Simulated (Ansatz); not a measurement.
```xyz
6
Lattice="4.5481 0.0000 0.0000 0.0000 4.5481 0.0000 0.0000 0.0000 2.9171" Properties=species:S:1:pos:R:3 pbc="T T T"
Ti     0.0000     0.0000     0.0000
Ti     2.2741     2.2741     1.4585
O      1.3825     1.3825     0.0000
O      3.6566     0.8916     1.4585
O      0.8916     3.6566     1.4585
O      3.1657     3.1657     0.0000
```

Another polymorph of this substance is known too; which is more stable was not tested here. 

Task: List the harmonic phonon frequencies (cm⁻¹; finite displacements on a 4×4×6 mesh, LDA in Ansatz, a quantum-chemistry and plane-wave program, k mesh 4×4×12) at q = (0.250, -0.500, 0.333), (0.250, -0.500, 0.000), (0.000, -0.500, -0.500), in fractions of this cell's reciprocal vectors. At Γ leave out the LO-TO shift.

Result: 
- (0.250, -0.500, 0.333): 83, 83, 206, 206, 274, 274, 298, 298, 393, 393, 443, 443, 480, 480, 525, 525, 729, 729
- (0.250, -0.500, 0.000): 85, 85, 168, 168, 238, 238, 295, 295, 325, 325, 365, 365, 465, 465, 537, 537, 796, 796
- (0.000, -0.500, -0.500): 87, 87, 119, 119, 224, 224, 317, 317, 388, 388, 488, 488, 524, 524, 559, 559, 682, 682

The PAW data sets were generated under PBE and serve the other functionals too.
